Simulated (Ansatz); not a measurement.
## Ag: biaxial strain +1.50 %, plane normal [001], relaxed out of plane

Base system: Ag in the fcc (Cu type) structure (space group Fm-3m, No. 225; a = 4.054 Å; relaxed with 0.1 eV smearing). Axes: x, y, z lie along the cube axes.

Now apply this change: biaxial strain +1.50 %, plane normal [001], relaxed out of plane (Cartesian); in-plane vectors clamped, the third vector and the atoms free.

All numbers come from PBEsol in Ansatz (plane waves to 420 eV, PAW, no SOC). Γ-centred 28×28×28 mesh, Fermi–Dirac width 0.1 eV.

```tsv
quantity	base	changed	shift
volume per atom	16.65 Å³	16.78 Å³	+0.121 Å³
space group	Fm-3m (No. 225)	I4/mmm (No. 139)	–
shortest interatomic distance	2.866 Å	2.857 Å	-0.0100 Å
energy relative to the base (free energy F)	0 meV/atom	+2.0 meV/atom	+2.0 meV/atom
pressure (mean of the normal stresses, compression positive)	0.0 GPa	-0.8 GPa	-0.8 GPa
band gap	zero	zero	–
out-of-plane strain	–	-2.23 %	–
ratio −ε⊥/ε∥	–	1.49	–
mean in-plane stress (compression positive)	–	-1.2 GPa	–
```

Stability against distortions was not tested.

Ansatz is an electronic-structure program.
